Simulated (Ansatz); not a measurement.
Start from WSi2 (space group I4/mmm, No. 139; a = 3.212 Å, c = 7.807 Å; relaxed with 0.1 eV smearing). Axes: x, y, z lie along a, b, c of the conventional cell.

Computed with r2SCAN (Ansatz, a quantum-chemistry and plane-wave program, PAW, no SOC), earlier PAW set.

Base values:

| Item | Result |
|---|---|
| Volume per atom | 13.42 Å³ |

Modification: uniaxial stress, 3 GPa tension along x; all other stress components relax to zero.

Question: Predict the new secant Young's modulus along x, mean lateral Poisson ratio and volume per atom.

Answer: The secant Young's modulus along x comes out as 400 GPa; the mean lateral Poisson ratio amounts to 0.18; the volume per atom increases by 0.064 Å³ to 13.49 Å³.

Load acts through the strain it causes; cell and atoms are relaxed under it. Stability under load was not tested beyond the relaxation. The final runs are not spin-polarised.
